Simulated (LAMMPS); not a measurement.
Size effects in liquid Cu (fcc) at 1490 K and zero pressure.

Method: classical MD, pair style adp, file AlCu.adp, run in LAMMPS.

```
atoms                  volume  first peak of g(r)                        D(Cu)  rough cost (core-seconds per simulated ps)
-----  ----------------------  ------------------  ---------------------------  ------------------------------------------
108    13.544 ± 0.003 Å³/atom  2.50 Å, height 3.0    (3.2 ± 0.5) × 10^-5 cm²/s                                         0.6
256    13.592 ± 0.002 Å³/atom  2.50 Å, height 2.8    (3.7 ± 0.2) × 10^-5 cm²/s                                         0.4
2048   13.591 ± 0.002 Å³/atom  2.48 Å, height 2.7  (4.11 ± 0.09) × 10^-5 cm²/s                                           7
16384  13.593 ± 0.002 Å³/atom  2.48 Å, height 2.7  (4.37 ± 0.04) × 10^-5 cm²/s                                          70
```

Periodic images slow diffusion in small cells, by a term that falls as 1/L. Costs are rough.

Caution (row 108): enthalpy drifts during the constant-pressure average: a transition or slow ageing; fluctuation values are void.

Errors of D are the spread over four groups of atoms in one short run; a floor of about 5 %, a picked value, is safer.

Uncertainties are statistical and leave out the potential's own error.
